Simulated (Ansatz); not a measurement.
Results of r²SCAN+SOC in Ansatz (PAW) for cubic perovskite CsSnI₃ (cubic high-temperature phase).

Input file:

Ansatz 0.2 input:
```yaml
crystal:
  lattice:
    - [6.1845899852, 0.0, 0.0]
    - [0.0, 6.1845899852, 0.0]
    - [0.0, 0.0, 6.1845899852]
  atoms:
    - { symbol: Cs, position: [0.0, 0.0, 0.0] }
    - { symbol: Sn, position: [0.5, 0.5, 0.5] }
    - { symbol: I, position: [0.5, 0.0, 0.5] }
    - { symbol: I, position: [0.0, 0.5, 0.5] }
    - { symbol: I, position: [0.5, 0.5, 0.0] }
basis:
  ecutwfc: 560
  ecutrho_ratio: 4
  xc_grid: 3
kpoints:
  mp_grid: { grid: [6, 6, 6] }
hamiltonian:
  xc: r2scan
  dispersion: none
  pseudopotentials: { kind: paw }
scf:
  occupations: { method: fermi_dirac, width: 0.01 }
  convergence: { dr2_threshold: 0.0000000005 }
output:
  forces: true
  stress: true
  eigenvalues: true
magnetization:
  noncollinear: true
  spin_orbit: true
```

**Question.** How many irreducible k-points, plane waves at Γ does the program set up, and what pressure does the run end with?

**Answer.** 20 irreducible k-points, 7123 plane waves at Γ; P = 0.35 GPa, so the cell is compressed on average and its volume would grow at this level.

Excerpt of the program's output:

```
Crystal: 5 atoms, lattice volume = 236.555 Å³
Basis set: ecut = 560 eV, 7123 PW (Γ), exchange–correlation on 144×144×144 points (27 copies of the dense FFT grid, shifted against one another)
Bands: 90, of which v1, the nominal top of the filled ones, is band 74 counted from 1 (73 counted from 0)
Symmetry: 48 space group operations + 48 with time reversal
k-points: 20 of 216
Initial density: superposition of atomic densities (chi_scale 0.1, normalization cell, long waves kept (reshape's long-wave potential 0.00 eV rms))
Functional: x = r2scan, c = r2scan; τ floored in thin density (d = 2e-4 eV/Å³)
spin=Noncollinear: Resta preconditioning applied to the charge; magnetization (m_x, m_y, m_z) channels mix plain (no charge-response kernel on spin).
SCF 1 converged in 11 iterations: F = -34254.800439 eV  dr2 = 1.25e-11
SCF converged after 11 iterations
Free energy (F): -34254.800439 eV
Internal energy: -34254.800323 eV  (E = F + TS)
E sigma→0 (E₀):  -34254.800381 eV
Fermi energy:    5.497186 eV
--- Forces (eV/Å), atoms counted from 1 ---
  atom   1  Cs    -0.00000000     0.00000000    -0.00000000
  atom   2  Sn     0.00000000    -0.00000000     0.00000000
  atom   3  I     -0.00000000    -0.00000000    -0.00000000
  atom   4  I      0.00000000     0.00000000     0.00000000
  atom   5  I     -0.00000000    -0.00000000     0.00000000
--- Stress (GPa, compression-positive) ---
        0.347599       0.000000       0.000000
       -0.000000       0.347599       0.000000
       -0.000000       0.000000       0.347599
  P = ⅓ Tr σ = 0.3476 GPa (3.476 kbar)
```

The cell is one volume of an energy–volume scan, off the minimum.

The PAW data were made under PBE.

Note: held by symmetry at 0 K, a high-temperature phase can be a saddle point.

Ansatz is a program for electronic structure.
